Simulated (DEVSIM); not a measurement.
Device: W/Al2O3/n-Ge capacitor, at 300 K.

| layer (left to right) | material | thickness (nm) | Nd (cm⁻³) |
|---|---|---|---|
| 1 | Al2O3 | 12.0 | - |
| 2 | Ge | 420 | 2e18 |

Metal gate on the left, work function 4.6 eV. Fixed charge at the semiconductor interface 0 cm⁻² (in units of +e); no interface traps.

Constants are typed, rounded textbook-type inputs, not results; the design itself was drawn at random and stands for no fabricated device. Values at 300 K; Nc and Nv go as T^1.5, mobilities as T to minus their exponent, the gap by Varshni's rule with the affinity fixed.

| parameter | Al2O3 | Ge |
|---|---|---|
| gap (eV) | 6.8 | 0.664 |
| affinity (eV) | 1.35 | 4 |
| permittivity | 9 | 16 |
| Nc (cm⁻³) | - | 1.04e19 |
| Nv (cm⁻³) | - | 6e18 |
| Varshni α (eV/K) | - | 0.000477 |
| Varshni β (K) | - | 235 |

DEVSIM, 1D Poisson equation in equilibrium, Boltzmann statistics, complete ionisation; no quantum confinement or tunnelling. Metal contacts follow the ideal Schottky-Mott rule: no Fermi-level pinning, no interface dipoles.

Base results: flat-band voltage (V) 0.56; minimum of the low-frequency capacitance (μF/cm²) 0.344; capacitance of the dielectric stack (μF/cm²) 0.664.

### Question
What follows from this one change: Al2O3 thickness 0.012 → 0.0084 μm?

### Answer
flat-band voltage little changed (0.56 V); minimum of the low-frequency capacitance 0.344 → 0.408 μF/cm²; capacitance of the dielectric stack 0.664 → 0.949 μF/cm².

### Question
What follows from this one change: interface trap density 0 → 3e+11 cm^-2 eV^-1?

### Answer
flat-band voltage 0.56 → 0.59 V; minimum of the low-frequency capacitance 0.344 → 0.355 μF/cm²; capacitance of the dielectric stack little changed (0.664 μF/cm²).

### Question
What follows from this one change: temperature 300 → 500 K?

### Answer
flat-band voltage 0.56 → 0.50 V; minimum of the low-frequency capacitance 0.344 → 0.404 μF/cm²; capacitance of the dielectric stack little changed (0.664 μF/cm²).

### Question
What follows from this one change: substrate doping 2e+18 → 1e+18 cm^-3?

### Answer
flat-band voltage 0.56 → 0.54 V; minimum of the low-frequency capacitance 0.344 → 0.292 μF/cm²; capacitance of the dielectric stack little changed (0.664 μF/cm²).
